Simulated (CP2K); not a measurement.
**A self-consistent single point of W (Im-3m, 1 atom in the cell) with CP2K**

Method: CP2K with PBE, GPW, DZVP-MOLOPT-SR-GTH basis, GTH-PBE potentials (GTH_POTENTIALS).

The input file:

```
&GLOBAL
  PROJECT run
  RUN_TYPE ENERGY_FORCE
  PRINT_LEVEL LOW
&END GLOBAL
&FORCE_EVAL
  METHOD Quickstep
  STRESS_TENSOR ANALYTICAL
  &DFT
    BASIS_SET_FILE_NAME BASIS_MOLOPT
    POTENTIAL_FILE_NAME GTH_POTENTIALS
    &QS
      METHOD GPW
      EPS_DEFAULT 1E-10
    &END QS
    &MGRID
      CUTOFF 500
      REL_CUTOFF 50
      NGRIDS 5
    &END MGRID
    &SCF
      SCF_GUESS ATOMIC
      EPS_SCF 1E-6
      MAX_SCF 100
      ADDED_MOS 4
      &DIAGONALIZATION
        ALGORITHM STANDARD
      &END DIAGONALIZATION
      &MIXING
        METHOD BROYDEN_MIXING
        ALPHA 0.2
        NBUFFER 12
        BETA 1.5
      &END MIXING
      &SMEAR ON
        METHOD FERMI_DIRAC
        ELECTRONIC_TEMPERATURE [K] 1160.45
      &END SMEAR
    &END SCF
    &KPOINTS
      SCHEME MONKHORST-PACK 12 12 12
      GAMMA_CENTERED T
    &END KPOINTS
    &XC
      &XC_FUNCTIONAL PBE
      &END XC_FUNCTIONAL
    &END XC
    &PRINT
      &MO
        EIGENVALUES T
        OCCUPATION_NUMBERS T
        NDIGITS 8
        FILENAME mo
        &EACH
          QS_SCF 0
        &END EACH
        ADD_LAST NUMERIC
      &END MO
      &MULLIKEN OFF
      &END MULLIKEN
    &END PRINT
  &END DFT
  &SUBSYS
    &CELL
      ABC 2.67752900 2.67752859 2.67752876
      ALPHA_BETA_GAMMA 109.47120873 109.47123003 109.47123128
      PERIODIC XYZ
    &END CELL
    &COORD
      W        0.00000000     0.00000000     0.00000000
    &END COORD
    &KIND W
      BASIS_SET DZVP-MOLOPT-SR-GTH
      POTENTIAL GTH-PBE-q14
    &END KIND
  &END SUBSYS
  &PRINT
    &FORCES ON
    &END FORCES
    &STRESS_TENSOR ON
    &END STRESS_TENSOR
  &END PRINT
&END FORCE_EVAL
```

The program printed (abridged):

```
 GLOBAL| Method name                                                        CP2K
 GLOBAL| Project name                                                        run
 GLOBAL| Run type                                                   ENERGY_FORCE

 TOTAL NUMBERS AND MAXIMUM NUMBERS

  Total number of            - Atomic kinds:                                   1
                             - Atoms:                                          1
                             - Shell sets:                                     1
                             - Shells:                                         8
                             - Primitive Cartesian functions:                  6
                             - Cartesian basis functions:                     31
                             - Spherical basis functions:                     26

  Maximum angular momentum of- Orbital basis functions:                        3
                             - Local part of the GTH pseudopotential:          2
                             - Non-local part of the GTH pseudopotential:      4

 SCF PARAMETERS         Density guess:                                    ATOMIC
                        max_scf:                                             100
                        max_diis:                                              4
                        eps_scf:                                        1.00E-06
                        eps_diis:                                       1.00E-01
                        eps_eigval:                                     1.00E-05
                        level_shift [a.u.]:                             0.000000
                        added MOs                                         4    0
                        Mixing method:                            BROYDEN_MIXING
                                                charge density mixing in g-space
                        Smear method:                                FERMI_DIRAC
                        Electronic temperature [K]:                       1160.5
                        Electronic temperature [a.u.]:                  3.67E-03
                        Accuracy threshold:                             1.00E-10
                        No outer SCF

 Extrapolation method: initial_guess

 Number of electrons:                                                         14
 Number of occupied orbitals:                                                  7
 Number of molecular orbitals:                                                11

 Number of orbital functions:                                                 26
 Number of independent orbital functions:                                     26

 SCF WAVEFUNCTION OPTIMIZATION

  Step     Update method      Time    Convergence         Total energy    Change
     1 NoMix/Diag. 0.20E+00      -     0.71945404       -68.8975339233 -6.89E+01
     2 Broy./Diag. 0.20E+00      -     0.02319415       -68.8235416192  7.40E-02
     3 Broy./Diag. 0.20E+00      -     0.12487684       -68.4577442979  3.66E-01
     4 Broy./Diag. 0.20E+00      -     0.00321348       -68.2351810349  2.23E-01
     5 Broy./Diag. 0.20E+00      -     0.00445579       -68.2423345128 -7.15E-03
     6 Broy./Diag. 0.20E+00      -     0.00014880       -68.2443544084 -2.02E-03
     7 Broy./Diag. 0.20E+00      -     0.00017350       -68.2455167112 -1.16E-03
     8 Broy./Diag. 0.20E+00      -     0.00000198       -68.2455993272 -8.26E-05
     9 Broy./Diag. 0.20E+00      -     0.00001325       -68.2455882204  1.11E-05
    10 Broy./Diag. 0.20E+00      -     0.00000040       -68.2455800687  8.15E-06

  *** SCF run converged in    10 steps ***

  Electronic density on regular grids:        -14.0000000000        0.0000000000
  Core density on regular grids:               13.9999999987       -0.0000000013
  Total charge density on r-space grids:       -0.0000000013
  Total charge density g-space grids:          -0.0000000013

  Overlap energy of the core charge distribution:               0.00000000536124
  Self energy of the core charge distribution:               -102.38996145866689
  Core Hamiltonian energy:                                     22.31547061226013
  Hartree energy:                                              19.60591247383177
  Exchange-correlation energy:                                 -7.77638609160527
  Electronic entropic energy:                                  -0.00061560983488
  Fermi energy:                                                 0.64197515497620

  Total energy:                                               -68.24558006868847
  Total energy (extrapolated to T->0):                        -68.24527226377103

 ENERGY| Total FORCE_EVAL ( QS ) energy [hartree]            -68.245578541590078

 FORCES| Atomic forces [hartree/bohr]
 FORCES|   Atom     x               y               z               |f|
 FORCES|      1 -1.60917347E-14 -9.26152929E-14  5.78003142E-14   1.10351315E-13
 FORCES| Sum    -1.60917347E-14 -9.26152929E-14  5.78003142E-14
 FORCES| Total atomic force                                       1.10351315E-13

 STRESS| Analytical stress tensor [bar]
 STRESS|                        x                   y                   z
 STRESS|      x        2.89052377141E+05   2.72923089980E-01   4.22810192277E-01
 STRESS|      y        2.72923089980E-01   2.89053207912E+05  -3.46911923591E-02
 STRESS|      z        4.22810192277E-01  -3.46911923591E-02   2.89052782241E+05
 STRESS| 1/3 Trace                                             2.89052789098E+05
```

The run converged in 10 iterations.

The starting cell has typed, rounded lattice constants, without a prior relaxation at this level. Its lattice was rescaled by a random factor within 2.5 % of one. Spin polarisation is off. Values carry the incompleteness of an atom-centred basis. With a pressure of about 29 GPa the cell is away from its equilibrium volume at this level.

Cost on one core of a shared machine: roughly 3 min.
